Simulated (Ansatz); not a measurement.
Checking a run of Ansatz (a first-principles code) on Bi2Se3 (Pnma, 20 atoms in the cell). The aim is a self-consistent single point with DFT, PBEsol, plane waves, default PAW files made with PBE.

Cell that was meant: a = 12.4245 Å, b = 4.2174 Å, c = 12.3618 Å, α = 90.00°, β = 90.00°, γ = 90.00°.

Part of the input:

Ansatz 0.2 input:
```yaml
    - { symbol: Se, position_ang: [1.548096, 1.054356, 11.606449] }
    - { symbol: Se, position_ang: [4.664167, 3.163067, 5.425573] }
    - { symbol: Se, position_ang: [10.876429, 3.163067, 0.755303] }
total_charge: -1.0
basis:
  ecutwfc: 420.0 eV
kpoints:
```

Log, with long lists cut:

```
Pseudopotentials: kind: paw
Pseudopotential: Bi, paw, valence charge 15
Pseudopotential: Se, paw, valence charge 16
   [... lines left out ...]
PAW frozen core: Se, regenerated for the run's functional, and the local potential with it
Initial density: superposition of atomic densities (neutral atoms scaled as one to the charged cell's electrons …
Initial wavefunctions: pseudopotential atomic-orbital guess
Eigensolver: davidson
Functional: x = pbesol(κ = 0.804, μ = 0.12345679012345678), c = pbesol(β = 0.046)
SCF iter   1: F=—  HF=-163025.090428 eV  |F-HF|=—  |Δ(HF+E_count)|=         —  Δρ=9.77e-3  dr2=1.07e0  ethr=1.77e-3  ⟨swp⟩=6.0  Hψ=1459  notcnv=0  defer=3
all-band conjugate gradients solve this SCF's bands
preconditioner: auto → LDOS
SCF iter   2: F=—  HF=-163024.887650 eV  |F-HF|=—  |Δ(HF+E_count)|=   2.03e-1  Δρ=7.15e-3  dr2=5.57e-1  ethr=3.42e-4  ⟨swp⟩=3.0  Hψ=982  notcnv=0  defer=14
   [... lines left out ...]
SCF iter   7: F=—  HF=-163024.689111 eV  |F-HF|=—  |Δ(HF+E_count)|=   4.63e-4  Δρ=1.54e-5  dr2=2.31e-6  ethr=6.11e-9  ⟨swp⟩=3.0  Hψ=747  notcnv=0  defer=14
SCF iter   8: F=—  HF=-163024.689113 eV  |F-HF|=—  |Δ(HF+E_count)|=   1.70e-6  Δρ=3.80e-6  dr2=1.62e-7  ethr=7.37e-10  ⟨swp⟩=2.0  Hψ=681  notcnv=0  defer=14
SCF iter   9: F=-163024.689113 eV  HF=-163024.689113 eV  |F-HF|=6.40e-9  |Δ(HF+E_count)|=   8.89e-8  Δρ=1.18e-6  dr2=1.48e-8  ethr=3.19e-11  ⟨swp⟩=11.5  Hψ=1602  notcnv=0
SCF 1 converged in 9 iterations: F = -163024.689113 eV  dr2 = 1.48e-8
Free energy (F): -163024.689113 eV
Internal energy: -163024.546138 eV  (E = F + TS)
E sigma→0 (E₀):  -163024.617625 eV
Entropy (-TS):   -0.142975 eV (-7.149 meV/atom)
Fermi energy:    7.837195 eV
--- Forces (eV/Å), atoms counted from 1 ---
  atom   1  Bi    -0.08247954     0.00000000    -0.05869304
  atom   2  Bi    -0.08247954     0.00000000     0.05869304
  atom   3  Bi     0.08247954     0.00000000     0.05869304
  atom   4  Bi     0.08247954     0.00000000    -0.05869304
  atom   5  Bi    -0.10760813     0.00000000    -0.09014298
  atom   6  Bi    -0.10760813     0.00000000     0.09014298
  atom   7  Bi     0.10760813     0.00000000     0.09014298
   [... lines left out ...]
  atom  20  Se     0.04564939     0.00000000    -0.01934370
--- Stress (GPa, compression-positive) ---
       -2.367117       0.000000       0.000000
        0.000000      -2.725755       0.000000
        0.000000       0.000000      -4.376669
  P = ⅓ Tr σ = -3.1565 GPa (-31.565 kbar)
  The stress holds the Pulay correction. Without it, at fixed plane waves, as pw.x and ABINIT print it: P = -3.1764 GPa
```

Task: Is anything amiss in this input, and did it matter?

Result: The run is not sound. The fault is an unintended net charge. A charged periodic cell changes the electron count and is neutralised by a uniform background, so energy, forces and pressure belong to another system. To fix it, remove the charge. The run converged in 9 iterations without an error; against the sound input the pressure goes from -3.49 to -3.16 GPa and the largest force goes from 0.430 to 0.488 eV/Å.

An input that runs soundly differs in these lines (not the only fix; some lines may just follow from the change or write a value another way):
```diff
-total_charge: -1.0
```

With that input, the run converged in 8 iterations: free energy E − TS (on the zero of these files) -163032.3668 eV; pressure -3.49 GPa; largest force (vector length) 0.430 eV/Å (DFT, PBEsol, plane waves, default PAW files made with PBE).

On the sound input: the starting cell was generated: these elements placed on a structure prototype, without a prior relaxation; it need not be a known phase or ordering of this composition. Spin-orbit coupling is off. With a pressure of about -3 GPa the cell is away from its equilibrium volume at this level. Ansatz's pressure includes its estimate of the finite-basis (Pulay) stress. A gap is left out here, as mesh or smearing make it unsure.
